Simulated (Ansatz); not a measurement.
**Input and output of a self-consistent single point for W (Im-3m, 1 atom in the cell) (Ansatz, a first-principles code)**

Method of the run: PBE (plane waves, PAW; Ansatz).

Input as run:

Ansatz 0.2 input:
```yaml
# W
crystal:
  lattice:
    - [-1.57210000, 1.57210000, 1.57210000]
    - [1.57210000, -1.57210000, 1.57210000]
    - [1.57210000, 1.57210000, -1.57210000]
  atoms:
    - { symbol: W, position_ang: [0.00000000, 0.00000000, 0.00000000] }
basis:
  ecutwfc: 420.0
kpoints:
  mp_grid: { grid: [15, 15, 15] }
hamiltonian:
  xc: pbe
  pseudopotentials: { kind: paw }
scf:
  occupations: { method: fermi_dirac, width: 0.1 }
output:
  forces: true
  eigenvalues: true
  stress: true
```

The program printed (abridged):

```
WARN ansatz: RAYON_NUM_THREADS=1 ignored (pool sized by the plan → 1); use --threads N
Pseudopotentials: kind: paw
Pseudopotential: W, paw, valence charge 14
Crystal: 1 atoms, lattice volume = 15.542 Å³
Basis set: ecut = 420 eV, 321 PW (Γ), exchange–correlation on 40×40×40 points (8 copies of the dense FFT grid, shifted against one another)
Bands: 11, of which v1, the nominal top of the filled ones, is band 7 counted from 1 (6 counted from 0)
Symmetry: 48 space group operations
Space group: Im-3m (ITA 229), of the structure as read, at distance tolerance 2.5e-5 Å
k-points: 120 of 3375
Initial density: superposition of atomic densities (neutral atoms: chi_scale 0, normalization atom), corrected by the library's trained network
Initial wavefunctions: pseudopotential atomic-orbital guess
Eigensolver: davidson
Functional: x = pbe(κ = 0.804, μ = 0.2195149727645171), c = pbe(β = 0.06672455060314922)
SCF iter   1: F=—  HF=-10384.806076 eV  |F-HF|=—  |Δ(HF+E_count)|=         —  Δρ=1.62e-3  dr2=1.13e-4  ethr=1.77e-3  ⟨swp⟩=5.0  Hψ=6940  notcnv=0
all-band conjugate gradients solve this SCF's bands
preconditioner: auto → none
SCF iter   2: F=—  HF=-10384.805832 eV  |F-HF|=—  |Δ(HF+E_count)|=   2.44e-4  Δρ=8.58e-4  dr2=3.22e-5  ethr=8.10e-7  ⟨swp⟩=2.4  Hψ=3077  notcnv=0
SCF iter   3: F=—  HF=-10384.805863 eV  |F-HF|=—  |Δ(HF+E_count)|=   3.06e-5  Δρ=2.61e-4  dr2=8.38e-6  ethr=2.30e-7  ⟨swp⟩=2.0  Hψ=2143  notcnv=0
SCF iter   4: F=—  HF=-10384.805861 eV  |F-HF|=—  |Δ(HF+E_count)|=   2.23e-6  Δρ=1.76e-4  dr2=3.82e-6  ethr=5.98e-8  ⟨swp⟩=1.0  Hψ=1317  notcnv=0
iter 5 did not close the SCF: its close was put off for the readings that it lacked (scf_convergence_deferred on its scf_iter line)
SCF iter   5: F=-10384.805859 eV  HF=-10384.805859 eV  |F-HF|=2.37e-8  |Δ(HF+E_count)|=   1.87e-6  Δρ=1.86e-5  dr2=3.53e-8  ethr=2.73e-8  ⟨swp⟩=2.0  Hψ=1994  notcnv=0
SCF iter   6: F=-10384.805859 eV  HF=-10384.805859 eV  |F-HF|=1.16e-8  |Δ(HF+E_count)|=   4.11e-9  Δρ=1.12e-5  dr2=1.42e-8  ethr=2.52e-10  ⟨swp⟩=2.3  Hψ=4309  notcnv=0
SCF 1 converged in 6 iterations: F = -10384.805859 eV  dr2 = 1.42e-8
SCF converged after 6 iterations
Free energy (F): -10384.805859 eV
Harris-Foulkes:  -10384.805859 eV  (|F-HF|=1.16e-8)
Internal energy: -10384.790725 eV  (E = F + TS)
E sigma→0 (E₀):  -10384.798292 eV
Entropy (-TS):   -0.015134 eV (-15.134 meV/atom)
Fermi energy:    23.108375 eV
--- Per-component energies (eV) ---
  E_band       = -74.467832
  E_kinetic    = 451.435775
  E_local      = -584.764631  (includes V_loc(G=0)·N_el)
  E_nonlocal   = 0.436774
  E_hartree    = 211.497731
  E_xc         = -267.496831
  E_vxc        = -239.526091  (∫ρ·V_xc dr)
  E_paw        = -8562.555616  (= ΣΔE_a)
  E_vpaw       = -125.041766  (= ΣTr[D̂ρ^β])
  E_aug_tail   = -0.000054  (compensation charges beyond the density's cutoff)
  E_ewald      = -1633.343873
  E_smearing   = -0.015134  (= −TS)
  E_closure    = 0.000000  (closes the sum)
  Σ components = -10384.805859   (vs F -10384.805859, Δ=0.00e0)
--- Forces (eV/Å), atoms counted from 1 ---
  atom   1  W      0.00000000    -0.00000000    -0.00000000
  max |Σ_I F_I| component: 3.29e-32 eV/Å
--- Stress (GPa, compression-positive) ---
       12.412277       0.000000       0.000000
        0.000000      12.412277      -0.000000
        0.000000      -0.000000      12.412277
  P = ⅓ Tr σ = 12.4123 GPa (124.123 kbar)
  The stress holds the Pulay correction. Without it, at fixed plane waves, as pw.x and ABINIT print it: P = 12.3320 GPa
--- Band table (eV; the first three rows and the last of 120) ---
  k-point 0: bands = ["-50.9543", "-14.5225", "-14.5225", "-14.5225", "13.3933", "21.8567", "21.8567", "21.8567", "25.4269", "25.4269", "37.6889"]
  k-point 1: bands = ["-50.9479", "-14.5872", "-14.5425", "-14.5228", "13.6138", "21.7224", "21.8259", "22.0709", "25.2133", "25.4289", "37.8764"]
  k-point 2: bands = ["-50.9301", "-14.7672", "-14.5988", "-14.5238", "14.2378", "21.3643", "21.6807", "22.7035", "24.8267", "25.4499", "38.3026"]
  k-point 119: bands = ["-50.7002", "-15.4849", "-15.4736", "-15.4736", "17.1883", "17.2219", "27.9013", "27.9013", "28.3199", "31.1659", "32.1902"]
```

The run converged in 6 iterations.

The starting cell has typed, rounded lattice constants, without a prior relaxation at this level. Its lattice was rescaled by up to half a per cent. Spin-orbit coupling is off. Spin polarisation is off. With a pressure of about 12 GPa the cell is away from its equilibrium volume at this level. Ansatz's pressure includes its estimate of the finite-basis (Pulay) stress.
